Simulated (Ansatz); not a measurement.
**Sc: stress against strain**

Sc (hcp, P6_3/mmc, 23.715 Å³/atom at rest, c along z) under a strain ε along a direction in the basal plane (axis x), the other axes held. PBEsol in Ansatz, a plane-wave DFT program (PAW, default set), 420 eV, 20×20×12 Γ-centred mesh, Fermi-Dirac smearing 0.10 eV; ions are relaxed within the symmetry of each cell. Stress is positive for a compressed cell.

Here s stands for strain and y for stress xx.

| strain (%) | stress xx (GPa) |
|---|---|
| -1.50 | 1.63 |
| -1.00 | 1.08 |
| -0.50 | 0.52 |
| 0.00 | 0.01 |
| 0.50 | -0.49 |
| 1.00 | -1.01 |
| 1.50 | -1.49 |
| 3.00 | ? |

### Question
Fit y against s with a straight line, and predict the withheld value at s = 3.00.

### Answer
Means: s 0, y 0.036. About the means, the sum of products is -7.2750 and the sum of squares of s is 7.0000; the slope is their ratio. Least squares gives y = 0.036 - 1.0393·s. Residuals (row less fit): 0.035, 0.005, -0.036, -0.026, -0.006, -0.007, 0.033; standard error 0.030 (degrees of freedom: 5). The slope gives the elastic constant C11 = 104 ± 1.1 GPa. At the withheld row, y = 0.036 - 1.0393 × 3.0 = -3.082 GPa. The calculation gives -2.86 GPa, 0.222 GPa above the prediction (4.9 % of the range of y in the table). The row lies outside the fitted rows, so this is an extrapolation. From the scatter of the fitted rows alone, a prediction at this place has a standard error of 0.046 GPa, so the miss is 4.8 times that.

One order more, fitted to all 13 runs of the series, follows each within 0.01, so the miss is the next term of a smooth law. In a metal these values are sensitive to mesh and smearing; energies are taken to zero smearing, stresses follow the free energy. Rows are the converged runs of the series near zero and its far end; series whose fitted rows scatter by over a few per cent of the range, as at a crossing or softening among them, aren't shown in this form. Most that stay on the fit to the last digits aren't either.
